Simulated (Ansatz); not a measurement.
We consider Bi2S3 (model structure, started from the A-La2O3 type, P-3m1, No. 164, 5 atoms in the cell), described by r²SCAN0 (Ansatz, a program for electronic structure, PAW).

Settings: plane-wave cutoff 520 eV, 6×6×4 k mesh (along the axes of the cell as run), Fermi–Dirac smearing 0.01 eV, scalar-relativistic PAW data made under PBE.

Cell (relaxed with PBEsol):

```
CELL_PARAMETERS angstrom
      3.99572     0.00000     0.00000
     -1.99786     3.46040     0.00000
      0.00000     0.00000     9.55701
ATOMIC_POSITIONS crystal
  Bi 0.33333 0.66667 0.19340
  Bi 0.66667 0.33333 0.80660
  S  0.00000 0.00000 0.00000
  S  0.33333 0.66667 0.65607
  S  0.66667 0.33333 0.34393
```

Task: Estimate the band gap and smallest direct gap on the k points sampled that the calculation returns.

Result: 
- band gap = 2.16 eV (on the SCF k mesh)
- smallest direct gap on the k points sampled = 2.17 eV

Note: the relaxation could raise the start's symmetry but not lower it, so the cell can be a saddle point; cell and atoms aren't relaxed at this level (largest force component 0.30 eV/Å, pressure 0.3 GPa).

Spin–orbit coupling is not included; with these elements it can move the gap by several tenths of an eV or more.

Computed values are for the static lattice.

It cost roughly 8 core-minutes of CPU time.

A model structure was made by putting elements into a prototype or built by hand; it is no filed structure, need not be a known phase, and can be a saddle point held by its symmetry.
